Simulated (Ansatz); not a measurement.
**A constructed model of the (111) surface of fcc Rh, a layer of Zn in place of the third plane (bottom of the slab: a bare face, its two planes held)**

Level of theory: PBE (plane waves to 420 eV, PAW; Ansatz, a program for electronic structure).

Set-up: 6 atoms, 10.8 Å thick at the start with caps and adatoms (thin: gaps and levels are the slab's own); mesh 16x16x1; 0.1 eV smearing; dipole correction on; 2 atoms held, the rest relaxed; held to the start's symmetry, so lower structures may exist; no spin, no spin-orbit, no U. In PBE it lies 0.20 eV a 1x1 cell over the lowest computed structure of the same composition (a layer of Zn in place of the second plane).

```json
{
  "work_function_of_the_top_face": "5.22 eV",
  "energy_released_by_relaxation": "0.036 eV",
  "cost": "about 70 core-seconds (a rough figure)"
}
```
